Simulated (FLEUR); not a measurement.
FLEUR run on Y2NiRu3 (R-3m, 6 atoms in the cell): self-consistent single point.

Computed with PBEsol, all-electron FLAPW (FLEUR), scalar-relativistic valence.

The change in words: lattice scaled by 0.98. Reference geometry:
```xyz
6
Lattice="2.5696 1.4835 4.2713 -2.5696 1.4835 4.2713 0.0000 -2.9671 4.2713" Properties=species:S:1:pos:R:3 pbc="T T T"
Y      0.0000     0.0000     1.5766
Y      0.0000     0.0000    11.2372
Ni     0.0000     0.0000     6.4069
Ru    -1.2848    -0.7418     4.2713
Ru     1.2848    -0.7418     4.2713
Ru     0.0000     1.4835     4.2713
```

Reference input (self-consistent single point, DFT, PBEsol, all-electron FLAPW (FLEUR), scalar-relativistic valence): Kmax = 4.3 1/bohr; GmaxXC = 12.9 1/bohr; xcFunctional = PBEs; jspins = 1; l_soc = F; mode = hist; fermiSmearingEnergy = 0.00499791 Htr; mesh (inpgen div1-3) = 5 5 5; inpgen gamma flag = false; Gmax = 12.9 1/bohr; numbands = 0; maxIterBroyd = 25. This run's input differs from it in these lines:

```diff
@@ -3,5 +3,5 @@
 &input film=f /
-2.5695598634 1.4835360788 4.2712530000
--2.5695598634 1.4835360788 4.2712530000
--0.0000000000 -2.9670721577 4.2712530000
+2.5181688123 1.4538652181 4.1858280776
+-2.5181688123 1.4538652181 4.1858280776
+-0.0000000000 -2.9077311069 4.1858278447
 1.8897261246
@@ -48,5 +48,5 @@
          <bravaisMatrix>
-            <row-1>    4.8557644025905873     2.8034768848950042     8.0714983788761234</row-1>
-            <row-2>   -4.8557644025905873     2.8034768848950042     8.0714983788761234</row-2>
-            <row-3>    0.0000000000000000    -5.6069537699789809     8.0714983788761234</row-3>
+            <row-1>    4.7586493907562630     2.7474070842908467     7.9100686713249155</row-1>
+            <row-2>   -4.7586493907562630     2.7474070842908467     7.9100686713249155</row-2>
+            <row-3>    0.0000000000000000    -5.4948154360210051     7.9100682312077017</row-3>
          </bravaisMatrix>
```

Log, with long lists cut:

```
 Iteration:     1   Distance:      24.38569254 me/bohr^3
 Iteration:     2   Distance:      15.90548324 me/bohr^3
 Iteration:     3   Distance:      11.83048068 me/bohr^3
 Iteration:     4   Distance:      11.41188684 me/bohr^3
 Iteration:     5   Distance:      12.63584094 me/bohr^3
   [... 13 lines left out ...]
 Iteration:    19   Distance:       0.00019079 me/bohr^3
 Iteration:    20   Distance:       0.00012840 me/bohr^3
 Iteration:    21   Distance:       0.00003958 me/bohr^3
 Iteration:    22   Distance:       0.00000993 me/bohr^3
 Reset of history
 Run finished successfully
 Stop message:
   Structural relaxation: new displacements generated

[file out, last iteration]
             iter=     23
[...]
          total density-effective poten   -3.5586488714E+04
          total charge density-energy d   -6.7275346988E+02
 Updated energy parameters for spin:           1
[...]
 fermi energy and band-weighting factors:
   [... 5 lines left out ...]

[...]
FERMIE:
          first approx. to ef    (T=0)  :   0.523354 htr   (energy of the highest occ. eigenvalue)
          number of occ. states  (T=0)  :        756
          first approx. to seigv (T=0)  : -20.024569 htr
          sum of weights of occ. states :  40.008000
          sum of semicore charge        :   0.000000 e
FERHIS:  Fermi-Energy by histogram:
          bandgap                     :   0.001280 htr
   [... lines left out ...]
          charge neutrality (T=0)     :   0.016000    (zero if the highest occ. eigenvalue is "entirely" occupied)
     EF_NEWTON:  Adjust Fermi-Energy by Newton-Method.
 Direct bandgap for spin            1 :    4.6924706307849284E-003  Htr
 ---->    free energy=                    -21875.8336678916 htr
   [... lines left out ...]
 TOTAL FORCE FOR ATOM TYPE=  1  X=  0.000   Y=  0.000   Z=  2.920
                       FX_TOT= 0.000000 FY_TOT= 0.000000 FZ_TOT= 0.003670
 TOTAL FORCE FOR ATOM TYPE=  2  X=  0.000   Y=  0.000   Z= 11.865
                       FX_TOT= 0.000000 FY_TOT= 0.000000 FZ_TOT= 0.000000
 TOTAL FORCE FOR ATOM TYPE=  3  X= -2.379   Y= -1.374   Z=  7.910
                       FX_TOT= 0.000000 FY_TOT= 0.000000 FZ_TOT= 0.000000
```

The run converged in 22 iterations. FLEUR gives forces in its relaxation mode, with a further iteration, so its stop message speaks of a relaxation. Against the reference run the free energy rises by 64.5 meV/atom.

The starting cell comes from a database of computed structures (which also holds hypothetical and non-ambient phases and stackings), without a prior relaxation at this level. Its lattice was rescaled by a random factor within 2.5 % of one. For this run, on top of that: lattice scaled by 0.98. Spin polarisation is off. Values depend on the basis (sphere radii, cutoffs, local orbitals), which need not be converged. The log's line on a gap gives a spacing of levels on this mesh, which the program prints for metals too.

Cost on one core of a shared machine: roughly 9 min.
